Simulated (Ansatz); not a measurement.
Band structure of CaMg6Si (Amm2, 8 atoms in the cell).

```yaml
crystal:
  lattice:
    - [5.03356, 0.00000, 0.00000]
    - [0.00000, 3.06934, 5.99068]
    - [0.00000, -3.06934, 5.99068]
  atoms:
    - { symbol: Ca, position: [0.50000, 0.17945, 0.17945] }
    - { symbol: Mg, position: [0.50000, 0.67779, 0.17823] }
    - { symbol: Mg, position: [0.50000, 0.17823, 0.67779] }
    - { symbol: Mg, position: [0.00000, 0.82264, 0.33484] }
    - { symbol: Mg, position: [0.00000, 0.33484, 0.82264] }
    - { symbol: Mg, position: [0.00000, 0.34315, 0.34315] }
    - { symbol: Mg, position: [0.00000, 0.81755, 0.81755] }
    - { symbol: Si, position: [0.50000, 0.64633, 0.64633] }
```

Level of theory: PBEsol, PAW files made with PBE (plane waves; Ansatz, a quantum-chemistry and plane-wave program).

Settings: kpoints.mp_grid.grid = 4 3 3; hamiltonian.xc = pbesol; hamiltonian.pseudopotentials = {kind: paw} (the program's default PAW files); scf.occupations.method = gaussian; scf.occupations.width = 0.1 eV; kpoints.band_path.npoints = 8.

The starting cell comes from a database of computed structures (which also holds hypothetical and non-ambient phases and stackings), without a prior relaxation at this level.

Levels in eV from the Fermi level, bands 34 to 41:
```tsv
point	34	35	36	37	38	39	40	41
Γ	-2.00	-1.92	-1.75	-0.64	0.82	1.54	1.58	1.77
X	-1.66	-1.22	-0.27	-0.17	0.39	0.73	0.78	1.66
S	-1.12	-0.98	-0.47	0.20	0.34	0.57	0.80	1.88
R	-2.61	-2.30	-1.95	-0.18	0.90	1.49	1.68	2.40
A	-3.38	-1.00	-0.43	-0.36	-0.01	0.93	1.42	2.48
Z	-1.80	-1.40	-0.96	-0.89	-0.71	-0.47	-0.26	-0.05
Y	-1.35	-0.63	-0.56	-0.28	0.51	0.85	0.91	1.19
X1	-1.66	-1.22	-0.27	-0.17	0.39	0.73	0.78	1.66
A1	-3.38	-1.00	-0.43	-0.36	-0.01	0.93	1.42	2.48
T	-1.81	-1.59	-1.38	0.48	0.99	1.36	1.50	1.56
```

Bands cross the Fermi level along this path, so the cell is metallic at this level.

Keys are those of Ansatz 0.2.
